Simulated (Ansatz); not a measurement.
# Point defect Cs_Br in orthorhombic CsPbBr3

Calculation: PBE, PAW (plane waves to 420 eV; Ansatz, a first-principles code). The supercell holds 80 host sites (2×1×2 repeats of a cell of 20 atoms), with a 1×2×1 shifted k-point sampling for the final energies. Site at the start: the Br(1) site. Finite-size correction: monopole term and site-potential alignment. Dielectric constants: PBE linear response of the host. Host gap at this level: 2.13 eV. Finite-size and sampling errors can reach tenths of an eV here.  Spin–orbit coupling is left out, which matters for these heavy elements. Each state is the lowest found from its start.

In at least one state atoms left their starting sites on relaxation (a large move, or an atom on the emptied site), so the name describes the start.

Charges with a result: +4, +3, +2, +1, 0. Others weren't obtained, and one of them could lie lower, also by skipping a charge.

| charge | moment (μB) | point group | largest move off a lattice site (Å) | image correction with alignment (eV) | above the lowest spin state (eV) |
|---|---|---|---|---|---|
| +4* | not spin-polarised | C1 | 1.58 | – | 0.00 |
| +3* | quenched | – | 1.51 | – | 0.00 |
| +2 | not spin-polarised | Cs | 1.47 | 0.35 | 0.00 |
| +1 | 1.0 | C1 | 1.79 | 0.14 | 0.00 |
| 0 | 0.0 | C1 | 1.71 | 0.00 | 0.00 |
| 0 | not spin-polarised | C1 | 1.71 | 0.00 | 0.00 |

* At this level the carrier isn't localised at the defect: at charge +4 holes occupy the valence band; at charge +3 holes occupy the valence band. Such a state is shallow or no state of the defect, and this cell gives it no level.

Point groups are those of the whole cell at tolerances of 0.03 and 0.1 Å ("near" where only the looser one holds); none is given for unsettled states.

Starting moments that weren't kept: charge +3 began with 1 μB and ended with 0.0; charge 0 began with 2 μB and ended with 0.0.

Transition levels above the valence-band maximum: ε(+2/+1) = 1.64 eV; ε(+1/0) = 1.45 eV. On the lower envelope of the bound states, inside the gap: (+2/0) at 1.54 eV; the others aren't thermodynamic.

Flagged in the runs: a host whose relaxation on this sampling wasn't shown to rest, a strain field that reaches the edge of the cell.

All states together cost roughly 12 core-hours.
